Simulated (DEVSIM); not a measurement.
System: abrupt Si p-n junction, at 250 K.

Layer 1 from the left is Si, thickness (μm) 0.900, Na (cm⁻³) 6.4e15, τn (s) 1.7e-7, τp (s) 1.7e-7. Layer 2 from the left is Si, thickness (μm) 76.0, Nd (cm⁻³) 4.2e14, τn (s) 1.7e-7, τp (s) 1.7e-7.

Left contact: ohmic. Right contact: ohmic. Voltage is applied to the left contact. Recombination: SRH at mid-gap. Mobility is μmin + (μ − μmin)/(1 + (N/Nref)^α).

Constants are typed, rounded textbook-type inputs, not results; the design itself was drawn at random and stands for no fabricated device. Values at 300 K; Nc and Nv go as T^1.5, mobilities as T to minus their exponent, the gap by Varshni's rule with the affinity fixed.

Si: gap (eV) 1.124, affinity (eV) 4.05, permittivity 11.7, Nc (cm⁻³) 2.86e19, Nv (cm⁻³) 3.1e19, μn (cm²/Vs) 1417, μp (cm²/Vs) 470, μn,min 52, μp,min 45, Nref,n 9.7e16, Nref,p 2.2e17, αn 0.68, αp 0.72, T exponent of μn 2.3, T exponent of μp 2.2, Varshni α (eV/K) 0.000473, Varshni β (K) 636.

Model (solved in DEVSIM): 1D drift-diffusion, Boltzmann statistics, complete ionisation; no tunnelling, impact ionisation, image-force lowering or self-heating.

Dark forward current:

```tsv
|V| (V)	|J| (A/cm²)
0.05	1.018e-9
0.10	4.201e-9
0.15	1.490e-8
0.20	5.184e-8
0.25	1.849e-7
0.30	7.127e-7
0.35	3.244e-6
0.40	1.910e-5
0.45	0.0001450
0.50	0.001291
0.55	0.01209
0.60	0.09769
0.65	0.4448
0.70	1.114
0.75	2.046
0.80	3.223
0.85	4.656
0.90	6.360
0.95	8.347
1.00	10.63
1.05	13.21
1.10	16.09
1.15	19.27
1.20	22.77
1.25	26.57
1.30	30.69
```

Question: Work out the local ideality factor n = ΔV / (kT/q · ln(J2/J1)) between the rows 0.10 and 0.15 V, 0.50 and 0.55 V, 1.25 and 1.30 V.

Answer: kT/q = 21.54 mV. From 0.10 to 0.15 V: ln(1.490e-8/4.201e-9) = 1.266, n = 1.83. From 0.50 to 0.55 V: ln(0.01209/0.001291) = 2.237, n = 1.04, near the 1 of diffusion or emission over a barrier. From 1.25 to 1.30 V: ln(30.69/26.57) = 0.144, n = 16.10.

Question: Estimate the current at 0.50 V from the Shockley equation with J0 = Σ q ni² D/(N L) coth(W/L), τ joining the SRH, radiative and Auger lifetimes that are on, and W taken as the whole layer.

Answer: ni² = 6.36e15 cm⁻⁶; electrons in the p layer: μ = 1870 cm²/Vs, D = 40.3 cm²/s, τ = 1.70e-7 s, L = 26.2 μm, W/L = 0.034, term 7.14e-14 A/cm²; holes in the n layer: μ = 695 cm²/Vs, D = 15.0 cm²/s, τ = 1.70e-7 s, L = 16.0 μm, W/L = 4.8, term 2.28e-14 A/cm². J0 = 9.42e-14 A/cm², and J = J0 exp(qV/kT) = 0.00114 A/cm². The simulation gives 0.00129 A/cm²; the estimate lies 12 % below. The estimate leaves out recombination in the depletion region and that region's share of W.
